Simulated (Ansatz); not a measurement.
Output of an Ansatz run (abridged):

```
WARN the atoms were moved onto the symmetric positions of the space group found under crystal.symmetry.tolerance 1.0e-5 (fractional …
WARN basis.ecutwfc = 420 eV, the default
WARN ansatz: RAYON_NUM_THREADS=1 ignored (pool sized by the plan → 1); use --threads N
Pseudopotentials: kind: paw
Pseudopotential: Hf, paw, valence charge 26
Pseudopotential: B, paw, valence charge 3
Crystal: 6 atoms, lattice volume = 160.781 Å³
Basis set: ecut = 420 eV, 3167 PW (Γ), exchange–correlation on 90×90×72 points (8 copies of the dense FFT grid, shifted against one another)
Bands: 53, of which v1, the nominal top of the filled ones, is band 44 counted from 1 (43 counted from 0)
Symmetry: 24 space group operations
Space group: P6/mmm (ITA 191), of the structure as read, at distance tolerance 5.4e-5 Å
k-points: 20 of 150
Initial density: superposition of atomic densities (neutral atoms: chi_scale 0, normalization atom), corrected by the library's trained network
Initial wavefunctions: pseudopotential atomic-orbital guess
Eigensolver: davidson
Functional: x = pbe(κ = 0.804, μ = 0.2195149727645171), c = pbe(β = 0.06672455060314922)
SCF iter   1: F=—  HF=-47620.839921 eV  |F-HF|=—  |Δ(HF+E_count)|=         —  Δρ=6.39e-3  dr2=2.04e-1  ethr=1.77e-3  ⟨swp⟩=4.8  Hψ=3314  notcnv=0
all-band conjugate gradients solve this SCF's bands
preconditioner: auto → LDOS
SCF iter   2: F=—  HF=-47620.820451 eV  |F-HF|=—  |Δ(HF+E_count)|=   1.95e-2  S|Δr|=    0.00e0  Δρ=1.66e-3  dr2=1.44e-2  ethr=2.35e-4  ⟨swp⟩=1.6  Hψ=1266  notcnv=0  defer=2
SCF iter   3: F=—  HF=-47620.820317 eV  |F-HF|=—  |Δ(HF+E_count)|=   1.35e-4  S|Δr|=    0.00e0  Δρ=5.63e-4  dr2=7.05e-4  ethr=1.65e-5  ⟨swp⟩=2.0  Hψ=1179  notcnv=0  defer=2
SCF iter   4: F=—  HF=-47620.820433 eV  |F-HF|=—  |Δ(HF+E_count)|=   1.16e-4  S|Δr|=    0.00e0  Δρ=3.81e-4  dr2=2.18e-4  ethr=8.10e-7  ⟨swp⟩=2.0  Hψ=1900  notcnv=0  defer=2
SCF iter   5: F=—  HF=-47620.820145 eV  |F-HF|=—  |Δ(HF+E_count)|=   2.88e-4  S|Δr|=    0.00e0  Δρ=7.87e-5  dr2=1.44e-5  ethr=2.50e-7  ⟨swp⟩=2.0  Hψ=1897  notcnv=0  defer=2
SCF iter   6: F=—  HF=-47620.820243 eV  |F-HF|=—  |Δ(HF+E_count)|=   9.76e-5  S|Δr|=    0.00e0  Δρ=2.46e-5  dr2=1.23e-6  ethr=1.66e-8  ⟨swp⟩=3.0  Hψ=1984  notcnv=0  defer=2
SCF iter   7: F=-47620.820243 eV  HF=-47620.820243 eV  |F-HF|=9.26e-8  |Δ(HF+E_count)|=   6.47e-7  S|Δr|=    0.00e0  Δρ=5.20e-6  dr2=7.90e-8  ethr=1.15e-10  ⟨swp⟩=8.5  Hψ=5136  notcnv=0
SCF 1 converged in 7 iterations: F = -47620.820243 eV  dr2 = 7.90e-8
SCF converged after 7 iterations
Stability not checked (fill_not_monotonic)
Free energy (F): -47620.820243 eV
Harris-Foulkes:  -47620.820243 eV  (|F-HF|=9.26e-8)
Internal energy: -47620.807072 eV  (E = F + TS)
E sigma→0 (E₀):  -47620.816950 eV
Entropy (-TS):   -0.013171 eV (-2.195 meV/atom)
Fermi energy:    7.709760 eV
--- Per-component energies (eV) ---
  E_band       = -841.901791
  E_kinetic    = 1351.206819
  E_local      = -23569.916005  (includes V_loc(G=0)·N_el)
  E_nonlocal   = -3696.562576
  E_hartree    = 10839.084891
  E_xc         = -970.941535
  E_vxc        = -879.000083  (∫ρ·V_xc dr)
  E_paw        = -21011.280481  (= ΣΔE_a)
  E_vpaw       = 4274.156911  (= ΣTr[D̂ρ^β])
  E_aug_tail   = -0.000008  (compensation charges beyond the density's cutoff)
  E_ewald      = -10562.398178
  E_smearing   = -0.013171  (= −TS)
  E_closure    = -0.000000  (closes the sum)
  Σ components = -47620.820243   (vs F -47620.820243, Δ=0.00e0)
--- Forces (eV/Å), atoms counted from 1 ---
  atom   1  Hf     0.00000000     0.00000000     0.00000000
   [... zero for the other atoms too ...]
  max |Σ_I F_I| component: 2.10e-30 eV/Å
--- Stress (GPa, compression-positive) ---
      -15.367271       0.000000       0.000000
       -0.000000     -15.367271       0.000000
        0.000000       0.000000     -26.619409
  P = ⅓ Tr σ = -19.1180 GPa (-191.180 kbar)
  The stress holds the Pulay correction. Without it, at fixed plane waves, as pw.x and ABINIT print it: P = -19.1591 GPa
--- Band table (eV; the first three rows and the last of 20) ---
  k-point 0: bands = ["-54.8524", "-54.8075", "-54.8075", "-23.7472", "-23.5684", "-23.5684", "-23.5348", "-23.4479", "-23.4479", "-23.2309", "-23.0361", "-23.0361", "-4.8523", "-4.8523", "-4.8511", "-4.8442", "-4.8442", "-4.8394", "-4.8282", [...]
  k-point 1: bands = ["-54.8524", "-54.8075", "-54.8075", "-23.7471", "-23.5684", "-23.5684", "-23.5354", "-23.4484", "-23.4484", "-23.2309", "-23.0361", "-23.0361", "-4.8522", "-4.8522", "-4.8513", "-4.8443", "-4.8443", "-4.8394", "-4.8278", [...]
  k-point 2: bands = ["-54.8524", "-54.8075", "-54.8075", "-23.7469", "-23.5683", "-23.5683", "-23.5367", "-23.4493", "-23.4493", "-23.2309", "-23.0360", "-23.0360", "-4.8521", "-4.8521", "-4.8516", "-4.8445", "-4.8445", "-4.8393", "-4.8271", [...]
  k-point 19: bands = ["-54.8346", "-54.8254", "-54.8075", "-23.5750", "-23.5028", "-23.4847", "-23.4684", "-23.4498", "-23.4357", "-23.3500", "-23.2885", "-23.0942", "-4.8510", "-4.8484", "-4.8464", "-4.8461", "-4.8438", "-4.8429", "-4.8217", [...]
```

The structure:

```
CELL_PARAMETERS angstrom
      6.12762     0.00000     0.00000
     -3.06381     5.30668     0.00000
      0.00000     0.00000     4.94446
ATOMIC_POSITIONS crystal
  Hf 0.50000 0.00000 0.00000
  Hf 0.50000 0.50000 0.00000
  Hf 0.00000 0.50000 0.00000
  B  0.00000 0.00000 0.00000
  B  0.33333 0.66667 0.50000
  B  0.66667 0.33333 0.50000
```

Problem. Reconstruct the input of this run.

Solution. Other spellings and defaults could give the same log, and not every line can be read from it. The input that was run (DFT, PBE, plane waves, default PAW files):

Ansatz 0.2 input:
```yaml
crystal:
  lattice:
    - [6.127620, 0.000000, 0.000000]
    - [-3.063810, 5.306675, 0.000000]
    - [0.000000, 0.000000, 4.944464]
  atoms:
    - { symbol: Hf, position: [0.500000, 0.000000, 0.000000] }
    - { symbol: Hf, position: [0.500000, 0.500000, 0.000000] }
    - { symbol: Hf, position: [0.000000, 0.500000, 0.000000] }
    - { symbol: B, position: [0.000000, 0.000000, 0.000000] }
    - { symbol: B, position: [0.333333, 0.666667, 0.500000] }
    - { symbol: B, position: [0.666667, 0.333333, 0.500000] }
kpoints:
  mp_grid: { grid: [5, 5, 6] }
hamiltonian:
  xc: pbe
  pseudopotentials: { kind: paw }
scf:
  occupations: { method: methfessel_paxton, width: 0.136 }
output:
  forces: true
  eigenvalues: true
  stress: true
```

The starting cell was generated: these elements placed on a structure prototype, without a prior relaxation; it need not be a known phase or ordering of this composition. Spin-orbit coupling is off. With a pressure of about -19 GPa the cell is away from its equilibrium volume at this level. Ansatz's pressure includes its estimate of the finite-basis (Pulay) stress.

Ansatz is a program for electronic structure.
